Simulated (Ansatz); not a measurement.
Cost and result by functional for the surface energy of the (10-11) surface of hcp Ru in its 1x1 cell, outermost plane spacing 0.34 Å in the ideal cut, in Ansatz (plane waves, PAW). Single points on the PBE structure, on one kind of machine; costs are rough ratios of the slab run's core time (references not counted) to the cheapest single point. r2SCAN's cost holds its higher cutoff (500 against 420 eV). Differences are taken against r2SCAN for comparison alone: no measured value is at hand, so the table doesn't rank accuracy.

Set-up: 12 atoms, 10.7 Å thick at the start; mesh 14x8x1; 0.1 eV smearing; dipole correction on; all atoms relaxed; held to the part of the start's symmetry that mesh and held atoms allow; no spin, no spin-orbit, no U. These notes are the PBE run's.

```tsv
functional	relative cost	surface energy (J/m²)	less r2SCAN (J/m²)
RPBE	1	2.68	-0.47
LDA	1	3.50	0.35
PBEsol	1	3.34	0.19
r2SCAN	2	3.15	0.00
PBE (the relaxed run's value)	–	2.92	-0.23
```

The values span 0.83 J/m², while the single points' costs differ by a factor of roughly 2. Differences are of unrounded values.

Ansatz is a first-principles code.
